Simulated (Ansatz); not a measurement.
The starting structures come from a database of crystals and need not be the phases stable at ambient conditions.

 Where the default PAW files enter, the runs use the earlier of Ansatz's two default sets.

The decay constant κ of evanescent states in the gap governs leakage through a thin film.

Consider the following.

```
CELL_PARAMETERS angstrom
      3.97552     0.00000     0.00000
     -1.98776     3.44290     0.00000
      1.98776     1.14763     6.60086
ATOMIC_POSITIONS crystal
  Na 0.00000 0.00000 0.00000
  Y  0.00000 0.50000 0.50000
  S  0.51416 0.75708 0.72876
  S  0.48584 0.24292 0.27124
```

Space group of this cell: R-3m. The cell is taken as given; by PBEsol its mean pressure is -1.6 GPa.

Transport runs along the normal of the first two printed cell vectors, the (001) plane of the conventional cell.

No gap correction and no spin-orbit coupling; mid-gap values are interpolated between computed energies.

Q: Give the band gap and the smallest decay constant κ at mid-gap that PBEsol (Ansatz, a first-principles code) yields.

A: Gap 2.18 eV on a 10×10×10 mesh; κ = 0.237 1/Å, at the zone centre.
